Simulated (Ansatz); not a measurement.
GeRh (model structure, started from the CoSn type, P6/mmm, No. 191, 6 atoms in the cell)

Level of theory: r²SCAN (plane waves, PAW; Ansatz, an electronic-structure program).

Numerical settings: plane-wave cutoff 560 eV, 12×12×14 k mesh (along the axes of the cell as run), Fermi–Dirac smearing 0.05 eV, no spin polarisation, scalar-relativistic PAW data made under PBE.

Cell (relaxed at this level):

```yaml
crystal:
  lattice:
    - [5.37407, 0.00000, 0.00000]
    - [-2.68703, 4.65408, 0.00000]
    - [0.00000, 0.00000, 3.95692]
  atoms:
    - { symbol: Rh, position: [0.50000, 0.00000, 0.00000] }
    - { symbol: Rh, position: [0.50000, 0.50000, 0.00000] }
    - { symbol: Rh, position: [0.00000, 0.50000, 0.00000] }
    - { symbol: Ge, position: [0.00000, 0.00000, 0.00000] }
    - { symbol: Ge, position: [0.33333, 0.66667, 0.50000] }
    - { symbol: Ge, position: [0.66667, 0.33333, 0.50000] }
```

- bulk modulus = 172 GPa

Note: the run has no spin polarisation, so it can have missed a magnetic state; the bulk modulus is −V dP/dV from two relaxed cells at ±2 % in volume; the relaxation could raise the start's symmetry but not lower it, so the cell can be a saddle point.

Computing time: roughly 6 core-minutes.

A model structure was made by putting elements into a prototype or built by hand; it is no filed structure, need not be a known phase, and can be a saddle point held by its symmetry.
